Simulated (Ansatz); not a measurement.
The parent structure is Ge in the diamond structure (space group Fd-3m, No. 227; a = 5.6761 Å).

All numbers come from PBEsol (Ansatz, a program for electronic structure; PAW; 420 eV plane waves; spin-orbit coupling left out), earlier PAW set.

Before the change:

| Property | Value |
|---|---|
| Largest site moment | 0.00 μB |
| Magnetic state | not spin-polarised |
| Volume per atom | 22.86 Å³ |
| Band gap | zero |

Modification: every Ge is replaced by Ni, then cell and atoms are relaxed.

Tabulated Pauling electronegativity and covalent radius: Ge 2.01, 1.20 Å; Ni 1.91, 1.24 Å.

Problem. What does the calculation give for the largest site moment after the change?

Solution. The largest site moment goes from zero to 0.83 μB.

Problem. What happens to the magnetic state?

Solution. The magnetic state goes from not spin-polarised to ferromagnetic.

Problem. What does the calculation give for the volume per atom after the change?

Solution. The volume per atom falls by 7.16 Å³ to 15.70 Å³.

Problem. How does this affect the band gap?

Solution. The band gap is still zero.

Other magnetic orders, which the real material may have, were not ruled out. No phonon test of stability was made. As relaxed here, Ni is a hypothetical phase, not in the database extracts checked. The zero or small gap of Ge can change with the level of theory.
